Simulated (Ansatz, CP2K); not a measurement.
A CP2K input for a self-consistent single point of TlBr (Pm-3m, 2 atoms in the cell) (DFT PBE, GPW, DZVP-MOLOPT-PBE-GTH basis, GTH-PBE potentials (POTENTIAL_UZH)):

```
&GLOBAL
  PROJECT scf
  RUN_TYPE ENERGY_FORCE
  PRINT_LEVEL MEDIUM
&END GLOBAL
&FORCE_EVAL
  METHOD Quickstep
  STRESS_TENSOR ANALYTICAL
  &DFT
    BASIS_SET_FILE_NAME BASIS_MOLOPT_UZH
    POTENTIAL_FILE_NAME POTENTIAL_UZH
    &QS
      METHOD GPW
      EPS_DEFAULT 1E-10
    &END QS
    &MGRID
      CUTOFF 500
      REL_CUTOFF 50
      NGRIDS 5
    &END MGRID
    &SCF
      SCF_GUESS ATOMIC
      EPS_SCF 1E-6
      MAX_SCF 100
      ADDED_MOS 5
      &DIAGONALIZATION
        ALGORITHM STANDARD
      &END DIAGONALIZATION
      &MIXING
        METHOD BROYDEN_MIXING
        ALPHA 0.2
        NBUFFER 8
        BETA 1
      &END MIXING
      &SMEAR ON
        METHOD FERMI_DIRAC
        ELECTRONIC_TEMPERATURE [K] 232.09
      &END SMEAR
    &END SCF
    &KPOINTS
      SCHEME MONKHORST-PACK 8 8 8
      GAMMA_CENTERED T
    &END KPOINTS
    &XC
      &XC_FUNCTIONAL PBE
      &END XC_FUNCTIONAL
    &END XC
    &PRINT
      &MO
        EIGENVALUES T
        OCCUPATION_NUMBERS T
        NDIGITS 8
        FILENAME mo
        &EACH
          QS_SCF 0
        &END EACH
        ADD_LAST NUMERIC
      &END MO
      &MULLIKEN ON
      &END MULLIKEN
    &END PRINT
  &END DFT
  &SUBSYS
    &CELL
      A 3.91020000 0.00000000 0.00000000
      B 0.00000000 3.91020000 0.00000000
      C 0.00000000 0.00000000 3.91020000
      PERIODIC XYZ
    &END CELL
    &COORD
      SCALED
      Tl       0.00000000     0.00000000     0.00000000
      Br       0.50000000     0.50000000     0.50000000
    &END COORD
    &KIND Tl
      BASIS_SET DZVP-MOLOPT-PBE-GTH-q13
      POTENTIAL GTH-PBE-q13
    &END KIND
    &KIND Br
      BASIS_SET DZVP-MOLOPT-PBE-GTH-q7
      POTENTIAL GTH-PBE-q7
    &END KIND
  &END SUBSYS
  &PRINT
    &FORCES ON
    &END FORCES
    &STRESS_TENSOR ON
    &END STRESS_TENSOR
  &END PRINT
&END FORCE_EVAL
```

Write the same calculation as an input for Ansatz (an electronic-structure program).

This is the input that was run; spellings and numerical settings could be chosen otherwise.

Ansatz 0.2 input:
```yaml
# TlBr
crystal:
  lattice:
    - [3.910200, 0.000000, 0.000000]
    - [0.000000, 3.910200, 0.000000]
    - [0.000000, 0.000000, 3.910200]
  atoms:
    - { symbol: Tl, position: [0.000000, 0.000000, 0.000000] }
    - { symbol: Br, position: [0.500000, 0.500000, 0.500000] }
kpoints:
  mp_grid: { grid: [8, 8, 8] }
hamiltonian:
  xc: pbe
  pseudopotentials: { kind: paw }
scf:
  occupations: { method: fermi_dirac, width: 0.02 }
output:
  forces: true
  eigenvalues: true
  stress: true
```

Basis, cutoffs, solver keys and any potentials are the target program's own. This input uses DFT, PBE, plane waves, default PAW files. Both were run: pressure 3.10 GPa in CP2K and 2.76 in Ansatz; gap on the mesh 1.654 eV in CP2K and 1.705 in Ansatz. Ansatz's pressure is the one without its finite-basis correction.

On CP2K: the starting cell has typed, rounded lattice constants, without a prior relaxation at this level. For this run, on top of that: lattice scaled by 0.98. Spin-orbit coupling is off. Values carry the incompleteness of an atom-centred basis. With a pressure of about 3 GPa the cell is away from its equilibrium volume at this level.

On Ansatz: the starting cell has typed, rounded lattice constants, without a prior relaxation at this level. For this run, on top of that: lattice scaled by 0.98. Spin-orbit coupling is off.
